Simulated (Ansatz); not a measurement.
Ag$_{3}$Sn (space group Pmmn, No. 59)

```yaml
crystal:
  lattice:
    - [4.76104, 0.00000, 0.00000]
    - [0.00000, 5.95137, 0.00000]
    - [0.00000, 0.00000, 5.12751]
  atoms:
    - { symbol: Ag, position: [0.50000, 0.00000, 0.67401] }
    - { symbol: Ag, position: [0.00000, 0.50000, 0.32599] }
    - { symbol: Ag, position: [0.00000, 0.25083, 0.83687] }
    - { symbol: Ag, position: [0.00000, 0.74917, 0.83687] }
    - { symbol: Ag, position: [0.50000, 0.24917, 0.16313] }
    - { symbol: Ag, position: [0.50000, 0.75083, 0.16313] }
    - { symbol: Sn, position: [0.00000, 0.00000, 0.33262] }
    - { symbol: Sn, position: [0.50000, 0.50000, 0.66738] }
```

Level of theory: DFT with PBEsol, PAW potentials and a 420 eV plane-wave cutoff in Ansatz (a program for electronic structure), no spin-orbit coupling. k-mesh 10×8×9 (Γ-centred); smearing 0.05 eV (Fermi–Dirac).

Volume per atom: 18.16 Å³
Density: 10.11 g/cm³
Band gap: zero
Total energy: -7129.175 eV/atom (σ→0; compares only within this code and set-up)

Whether these cells are dynamically stable was not tested.
